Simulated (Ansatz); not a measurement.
The starting structures come from a database of crystals and need not be the phases stable at ambient conditions.

Consider the following.

```
CELL_PARAMETERS angstrom
      5.27085     0.00000     0.00000
     -0.92257     5.22009     0.00000
      0.92257     2.83551     4.38284
ATOMIC_POSITIONS crystal
  Li 0.50000 0.17010 0.17010
  Li 0.50000 0.82990 0.82990
  Li 0.50000 0.50000 0.50000
  Zn 0.00000 0.33340 0.33340
  Zn 0.00000 0.66660 0.66660
  Sb 0.00000 0.00000 0.00000
  O  0.76442 0.92129 0.39253
  O  0.23558 0.07871 0.60747
  O  0.23558 0.39253 0.92129
  O  0.76442 0.60747 0.07871
  O  0.22852 0.76473 0.23527
  O  0.77148 0.23527 0.76473
```

Space group of this cell: C2/m. The cell is taken as given; by r2SCAN its mean pressure is -6.6 GPa.

Transport runs along the normal of the first two printed cell vectors.

The gap is the functional's own. No spin-orbit coupling. Mid-gap values are interpolated on the energy grid.

Q: Predict the band gap and the smallest decay constant κ at mid-gap from r2SCAN run with Ansatz (a quantum-chemistry and plane-wave program).

A: Gap 3.10 eV on a 6×8×8 mesh; κ = 0.308 1/Å, at the zone centre.
